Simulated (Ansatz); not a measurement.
The reference is Rh in the fcc (Cu type) structure (space group Fm-3m, No. 225; a = 3.7816 Å; relaxed with 0.1 eV smearing).

Method: DFT with PBEsol, PAW potentials and a 420 eV plane-wave cutoff in Ansatz (an electronic-structure program), no spin-orbit coupling.

Before the change:

```
Item       Result
--------  -------
Pressure  0.0 GPa
```

It is then changed as follows: every lattice vector is shortened by 2.00 %; the atoms relax in the strained cell.

Question: Predict the new pressure and energy relative to the base.

Answer: The pressure goes from zero to 20.7 GPa; the energy grows by 48 meV/atom.

Stability against distortions was not tested. All final runs are without spin polarisation.
